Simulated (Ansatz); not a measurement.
We consider MgS (F-43m, No. 216, 2 atoms in the cell; start mp-13032; metastable phase), described by dielectric-dependent PBEsol hybrid (Ansatz, a first-principles code, PAW).

Numerical settings: plane-wave cutoff 460 eV, 8×8×8 k mesh, Fermi–Dirac smearing 0.01 eV, scalar-relativistic PAW data made under PBE.

The cell is the one relaxed with PBEsol. Conventional cell: a = 5.6516 Å, b = 5.6516 Å, c = 5.6516 Å, α = 90.00°, β = 90.00°, γ = 90.00°.

```
MgS
1.0
    0.00000     2.82578     2.82578
    2.82578     0.00000     2.82578
    2.82578     2.82578     0.00000
Mg S
1 1
Direct
  0.00000   0.00000   0.00000
  0.75000   0.75000   0.75000
```

Question: List the 5 lowest band energies at Γ above −25 eV (eV, relative to the valence band maximum), grouping those that round alike.

Answer: At Γ: -12.46, 0.00 (×3), 5.03.

Note: the run warned that its exchange threshold was loose for the stress; cell and atoms aren't relaxed at this level (pressure -0.7 GPa).

A start named mp-… is a Materials Project structure, which need not be a measured phase.
